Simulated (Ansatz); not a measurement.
Input and output of a self-consistent single point for VIr3 (P4mm, 4 atoms in the cell) (Ansatz, a first-principles code).

Computed with LDA (PW92), default PAW files made with PBE (plane waves; Ansatz).

```yaml
crystal:
  lattice:
    - [3.79774, 0.00000, 0.00000]
    - [0.00000, 3.79774, 0.00000]
    - [0.00000, 0.00000, 3.79774]
  atoms:
    - { symbol: V, position: [0.00000, 0.00000, 0.01317] }
    - { symbol: Ir, position: [0.50000, 0.50000, 0.00000] }
    - { symbol: Ir, position: [0.00000, 0.50000, 0.50000] }
    - { symbol: Ir, position: [0.50000, 0.00000, 0.50000] }
```

Reference input (self-consistent single point, DFT, LDA (PW92), plane waves, default PAW files made with PBE): basis.ecutwfc = 420 eV; kpoints.mp_grid.grid = 9 9 9; hamiltonian.xc = lda; hamiltonian.pseudopotentials = {kind: paw} (the program's default PAW files); scf.occupations.method = gaussian; scf.occupations.width = 0.1 eV. This run's input differs from it in these lines:

Ansatz 0.2 input:
```diff
@@ -14,3 +14,3 @@
   mp_grid:
-    grid: [9, 9, 9]
+    grid: [15, 15, 15]
 hamiltonian:
@@ -21,4 +21,4 @@
   occupations:
-    method: gaussian
-    width: 0.1
+    method: cold
+    width: 0.05
 output:
```

The program printed (abridged):

```
SCF iter   1: F=—  HF=-37852.594908 eV  |F-HF|=—  |Δ(HF+E_count)|=         —  Δρ=1.70e-2  dr2=2.16e-1  ethr=1.77e-3  ⟨swp⟩=5.7  Hψ=36011  notcnv=0
all-band conjugate gradients solve this SCF's bands
preconditioner: auto → Kerker (q_TF=auto, 2.800 Å⁻¹)
SCF iter   2: F=—  HF=-37852.585663 eV  |F-HF|=—  |Δ(HF+E_count)|=   9.25e-3  S|Δr|=    0.00e0  Δρ=8.76e-3  dr2=6.07e-2  ethr=3.38e-4  ⟨swp⟩=2.0  Hψ=15109  notcnv=0  defer=314
SCF iter   3: F=—  HF=-37852.581759 eV  |F-HF|=—  |Δ(HF+E_count)|=   3.90e-3  S|Δr|=    0.00e0  Δρ=6.05e-4  dr2=9.89e-5  ethr=9.48e-5  ⟨swp⟩=2.0  Hψ=12544  notcnv=0  defer=342
SCF iter   4: F=—  HF=-37852.581771 eV  |F-HF|=—  |Δ(HF+E_count)|=   1.17e-5  S|Δr|=    0.00e0  Δρ=1.13e-4  dr2=7.97e-6  ethr=1.55e-7  ⟨swp⟩=2.0  Hψ=16309  notcnv=0  defer=344
SCF iter   5: F=—  HF=-37852.581768 eV  |F-HF|=—  |Δ(HF+E_count)|=   2.82e-6  S|Δr|=    0.00e0  Δρ=2.59e-5  dr2=5.92e-7  ethr=1.24e-8  ⟨swp⟩=2.0  Hψ=15297  notcnv=0  defer=344
SCF iter   6: F=-37852.581768 eV  HF=-37852.581768 eV  |F-HF|=8.07e-8  |Δ(HF+E_count)|=   1.38e-7  S|Δr|=    0.00e0  Δρ=1.10e-5  dr2=9.83e-8  ethr=1.56e-10  ⟨swp⟩=7.6  Hψ=39555  notcnv=0
SCF 1 converged in 6 iterations: F = -37852.581768 eV  dr2 = 9.83e-8
Stability not checked (fill_not_monotonic)
Free energy (F): -37852.581768 eV
Internal energy: -37852.581820 eV  (E = F + TS)
E sigma→0 (E₀):  -37852.581785 eV
Entropy (-TS):   0.000052 eV (0.013 meV/atom)
Fermi energy:    23.770420 eV
--- Forces (eV/Å), atoms counted from 1 ---
  atom   1  V     -0.00000000     0.00000000    -0.13506756
  atom   2  Ir     0.00000000     0.00000000     0.13663575
  atom   3  Ir    -0.00000000     0.00000000    -0.00077138
  atom   4  Ir     0.00000000     0.00000000    -0.00077138
--- Stress (GPa, compression-positive) ---
       -6.998522       0.000000       0.000000
        0.000000      -6.998522       0.000000
        0.000000       0.000000      -6.853647
  P = ⅓ Tr σ = -6.9502 GPa (-69.502 kbar)
  The stress holds the Pulay correction. Without it, at fixed plane waves, as pw.x and ABINIT print it: P = -7.0075 GPa
```

The run converged in 6 iterations. Against the reference run the free energy goes up by 1.6 meV/atom, the pressure moves little (-6.96 to -6.95 GPa) and the largest force goes from 0.141 to 0.137 eV/Å.

The starting cell comes from a database of computed structures (which also holds hypothetical and non-ambient phases and stackings), without a prior relaxation at this level. Its lattice was rescaled by up to half a per cent. One atom was moved a little off its site on purpose. Spin polarisation is off. With a pressure of about -7 GPa the cell is away from its equilibrium volume at this level. Ansatz's pressure includes its estimate of the finite-basis (Pulay) stress.

Cost on one core of a shared machine: roughly 50 s.
